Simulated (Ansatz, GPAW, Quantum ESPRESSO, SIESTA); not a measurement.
# Mg₆AlSi (P1, 8 atoms in the cell) computed with different codes at matched settings

Self-consistent single point, at a second geometry (atoms moved at random). First geometry:

```
CELL_PARAMETERS angstrom
      5.15318     0.00000     0.00000
      0.00000     3.03442     5.28658
      0.00000    -3.03442     5.28658
ATOMIC_POSITIONS crystal
  Mg 0.00000 0.34044 0.83104
  Mg 0.00000 0.83104 0.34044
  Mg 0.00000 0.33250 0.33250
  Mg 0.50000 0.16202 0.66768
  Mg 0.50000 0.66768 0.16202
  Mg 0.50000 0.16730 0.16730
  Al 0.00000 0.83076 0.83076
  Si 0.50000 0.66825 0.66825
```

Second geometry:
```xyz
8
Lattice="5.1532 0.0000 0.0000 0.0000 3.0344 5.2866 0.0000 -3.0344 5.2866" Properties=species:S:1:pos:R:3 pbc="T T T"
Mg    -0.0471    -1.4674     6.2569
Mg    -0.0117     1.5362     6.2195
Mg     0.0533    -0.0180     3.4624
Mg     2.5676    -1.5311     4.3653
Mg     2.5544     1.4837     4.3483
Mg     2.5916    -0.0304     1.8078
Al    -0.0210     0.0580     8.7869
Si     2.6193    -0.0311     7.0453
```

Shared settings, as Ansatz (a program for electronic structure) writes them: kpoints.mp_grid.grid = 3 3 3; scf.occupations.method = fermi_dirac; scf.occupations.width = 0.1 eV. Potentials and cutoffs stand in the table.

```
code                                                                                                                                      model  ΔF from the first geometry (meV/atom)  pressure (GPa)  largest force (eV/Å)       cutoff
----------------  -----------------------------------------------------------------------------------------------------------------------------  -------------------------------------  --------------  --------------------  -----------
SIESTA            GGA PBEsol, numerical atomic orbitals DZP, PseudoDojo PBEsol standard norm-conserving potentials (rewritten from UPF to PSML)                                   11.6            1.31                 0.634  grid 300 Ry
Ansatz                                                                                                          PBEsol, PAW files made with PBE                                    8.0           -1.41                 0.491       420 eV
GPAW                                                                                      PBEsol, GPAW PAW datasets PBEsol (made by gpaw-setup)                                    8.0           -1.39                 0.493       850 eV
Quantum ESPRESSO                                                                           PBEsol, GBRV 1.5 ultrasoft (PBESOL) pseudopotentials                                    8.0           -1.40                 0.491        40 Ry
```

Size of the force on each atom (eV/Å): Sizes of forces hide their directions.

```tsv
code	Mg1	Mg2	Mg3	Mg4	Mg5	Mg6	Al7	Si8
SIESTA	0.393	0.476	0.634	0.382	0.407	0.483	0.279	0.146
Ansatz	0.294	0.361	0.491	0.236	0.301	0.340	0.278	0.086
GPAW	0.295	0.362	0.493	0.237	0.301	0.341	0.281	0.086
Quantum ESPRESSO	0.293	0.360	0.491	0.236	0.301	0.340	0.280	0.086
```

The spread over the programs that give each value: ΔF from the first geometry within 3.6 meV/atom; pressure within 2.72 GPa; largest force within 0.143 eV/Å.

SIESTA uses small atom-centred bases, whose incompleteness enters pressures, forces and empty levels differently from a plane-wave cutoff. Ansatz's pressure is given at a fixed set of plane waves, as the other plane-wave codes print theirs. In the pressure, SIESTA (by 2.71) lies more than 1 GPa from the median of the plane-wave programs. In the force vectors, SIESTA (by 0.148) lies more than 0.08 eV/Å from the median of the plane-wave programs.

The shared mesh is coarse (it stands for a supercell whose shortest vector is 15 Å), so the values are not converged in it.

The starting cell comes from a database of computed structures (which also holds hypothetical and non-ambient phases and stackings), without a prior relaxation at this level. For this run, on top of that: atoms moved at random.

Left out of this page: CP2K (unsound by tests on forces, stress, charge or solver warnings).

Keys are those of Ansatz 0.2.
